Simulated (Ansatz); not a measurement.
Take TiO$_{2}$ in the rutile structure (space group P4_2/mnm, No. 136; a = 4.591 Å, c = 2.939 Å) as the base.

One thing is altered: cell and atoms relaxed at a pressure of 0.3 GPa.

Levels (all Ansatz, a program for electronic structure, PAW): PBEsol (420 eV, no SOC); PBEsol+SOC (420 eV, noncollinear with spin-orbit coupling).

The geometry is relaxed with PBEsol.

| Quantity | Value |
|---|---|
| PBEsol lowest conduction level above the VBM at special points | Γ 1.87 eV; M 1.91 eV; R 1.91 eV; X 2.55 eV |
| PBEsol gap character | direct at Γ |
| PBEsol valence-band top at Γ | 0.00, -0.45, -0.45 eV |
| PBEsol pressure | 0.29 GPa |

**Question.** How does going to PBEsol+SOC change the lowest conduction level above the VBM at special points, gap character, valence-band top at Γ and pressure?

**Answer.** The lowest conduction level above the VBM at special points changes from Γ 1.87 eV; M 1.91 eV; R 1.91 eV; X 2.55 eV to Γ 1.87 eV; M 1.91 eV; R 1.90 eV; X 2.55 eV; the gap character stays direct at Γ; the valence-band top at Γ (three highest Kramers pairs, from the VBM) becomes 0.00, -0.44, -0.46 eV (PBEsol: 0.00, -0.45, -0.45 eV); the pressure remains 0.29 GPa.

Single points use the geometry relaxed with PBEsol. Differences between runs with and without spin-orbit coupling are approximate. Load acts through the strain it causes; cell and atoms are relaxed under it. Stability against distortions was not tested. The runs without spin-orbit coupling are not spin-polarised.
